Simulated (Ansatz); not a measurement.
Where the default PAW files enter, the runs use the earlier of Ansatz's two default sets.

Crystal: NaH (Fm-3m, rock salt, not sure to be the ambient phase, 2 atoms a cell, 13.1 Å³ an atom); both levels run on this one cell.

Complex bands along the normal of (111) by Ansatz (plane waves, PAW, no spin-orbit coupling). r2SCAN gives a gap of 4.49 eV and a slowest mid-gap decay of 0.305 1/Å.

What does PBE give on the same cell, and what does that do to the current through 2 nm?

Gap 3.89 eV, κ = 0.282 1/Å. The mid-gap transmission through 2 nm changes by exp(2 × 20 × (0.305 − 0.282)) = a factor of 2.5 against r2SCAN.

Ansatz is an electronic-structure program.
